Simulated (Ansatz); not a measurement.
The starting structures come from a database of crystals and need not be the phases stable at ambient conditions.

Crystal: Li$_{3}$AlH$_{6}$ (R-3, not sure to be the ambient phase, 20 atoms a cell, 8.6 Å³ an atom); planes in its conventional cell.

These are r2SCAN (plane waves, PAW; Ansatz, a quantum-chemistry and plane-wave program) values and carry that method's errors.

The gap is the functional's own. No spin-orbit coupling. Mid-gap values are interpolated on the energy grid.

| plane | area of the cell (Å²) | mid-gap κ (1/Å) | largest κ in the gap (1/Å) |
|---|---|---|---|
| (101) | 30.9 | 0.39 | 0.39 |
| (001) | 54.8 | (withheld) | 0.39 |

The slowest decay depends on the direction. Supply the withheld values.


- (001), mid-gap κ (1/Å): 0.34
